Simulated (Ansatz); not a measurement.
We consider Si (I4/mmm, No. 139, 4 atoms in the cell; start mp-999200; another form than the element's usual one), described by dielectric-dependent PBEsol hybrid in Ansatz (plane waves, PAW).

Settings: plane-wave cutoff 460 eV, 8×8×8 k mesh, Fermi–Dirac smearing 0.01 eV, scalar-relativistic PAW data made under PBE.

The cell is the one relaxed with PBEsol. Conventional cell: a = 6.6446 Å, b = 6.6446 Å, c = 3.8375 Å, α = 90.00°, β = 90.00°, γ = 90.00°.

```
CELL_PARAMETERS angstrom
     -3.32231     3.32231     1.91873
      3.32231    -3.32231     1.91873
      3.32231     3.32231    -1.91873
ATOMIC_POSITIONS crystal
  Si 0.17873 0.17873 0.35746
  Si 0.82127 0.82127 0.64254
  Si 0.17873 0.82127 0.00000
  Si 0.82127 0.17873 0.00000
```

Question: List the 9 lowest band energies at Γ above −25 eV (eV, relative to the valence band maximum), grouping those that round alike.

Answer: At Γ: -12.56, -8.14, -5.82 (×2), -3.93, -1.54 (×2), -0.57, 1.77.

Note: the run warned that its exchange threshold was loose for the stress; cell and atoms aren't relaxed at this level (pressure -0.3 GPa).

A start named mp-… is a Materials Project structure, which need not be a measured phase.

Ansatz is a first-principles code.
